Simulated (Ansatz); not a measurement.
The cell is built on a prototype and need not be the phase stable at ambient conditions.

Input:

```xyz
4
Lattice="2.9973 0.0000 0.0000 -1.4986 2.5957 0.0000 0.0000 0.0000 5.1558" Properties=species:S:1:pos:R:3 pbc="T T T"
Zn     0.0000     0.0000     0.0000
Zn     0.0000     0.0000     2.5779
O      0.0000     1.7305     1.2890
O      1.4986     0.8652     3.8669
```

Space group of this cell: P6_3/mmc, NiAs type. The cell was relaxed by PBE-D3(BJ); by r2SCAN its mean pressure is -3.5 GPa.

Transport runs along the normal of the first two printed cell vectors.

The gap is the functional's own. No spin-orbit coupling. Mid-gap values are interpolated on the energy grid.

**Question.** Compute, with r2SCAN (Ansatz, a program for electronic structure), the band gap and the smallest decay constant κ at mid-gap.

**Answer.** Gap 1.26 eV on a 12×12×6 mesh; κ = 0.159 1/Å, at the zone centre.
